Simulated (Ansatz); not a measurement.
WSi2: response to strain

Base system: WSi$_{2}$ (space group I4/mmm, No. 139; relaxed with 0.1 eV smearing).

```xyz
3
Lattice="-1.6057 1.6057 3.9024 1.6057 -1.6057 3.9024 1.6057 1.6057 -3.9024" Properties=species:S:1:pos:R:3 pbc="T T T"
W      0.0000     0.0000     0.0000
Si     0.0000     0.0000     2.6132
Si     0.0000     0.0000     5.1916
```

Cartesian axes are those of the cell as printed.

Strains are applied to the cell and any free atomic positions relax; under biaxial strain the out-of-plane vector relaxes too; under stress the whole cell relaxes.

The values are results of Ansatz (a first-principles code) r2SCAN, spin-orbit coupling left out, not measurements.

Notes on the quantities. pressure: mean of the normal stresses, compression positive.

```json
[
 {"change": "base", "pressure": "0.0 GPa", "shortest interatomic distance": "2.578 Å"},
 {"change": "biaxial strain −3.80 %, plane normal [001], relaxed out of plane", "pressure": "___", "shortest interatomic distance": "___"},
 {"change": "biaxial strain +0.51 %, plane normal [001], relaxed out of plane", "pressure": "-1.8 GPa", "shortest interatomic distance": "2.572 Å"},
 {"change": "biaxial strain +4.36 %, plane normal [001], relaxed out of plane", "pressure": "-12.9 GPa", "shortest interatomic distance": "2.533 Å"},
 {"change": "isotropic strain −5.62 %", "pressure": "59.3 GPa", "shortest interatomic distance": "2.449 Å"},
 {"change": "isotropic strain +1.31 %", "pressure": "-8.4 GPa", "shortest interatomic distance": "2.600 Å"},
 {"change": "isotropic strain +2.24 %", "pressure": "-13.4 GPa", "shortest interatomic distance": "2.615 Å"},
 {"change": "uniaxial strain ε_xx = +2.78 %", "pressure": "-5.7 GPa", "shortest interatomic distance": "2.571 Å"},
 {"change": "tensor shear ε_xy = −1.07 %", "pressure": "0.1 GPa", "shortest interatomic distance": "2.579 Å"},
 {"change": "uniaxial stress, 0.5 GPa tension along z", "pressure": "–", "shortest interatomic distance": "2.581 Å"}
]
```

Task: What belongs in the blanks?

Result: 
- biaxial strain −3.80 %, plane normal [001], relaxed out of plane, pressure: 15.6 GPa
- biaxial strain −3.80 %, plane normal [001], relaxed out of plane, shortest interatomic distance: 2.552 Å

Beyond what the load breaks, stability against distortions was not tested. The final runs are not spin-polarised.
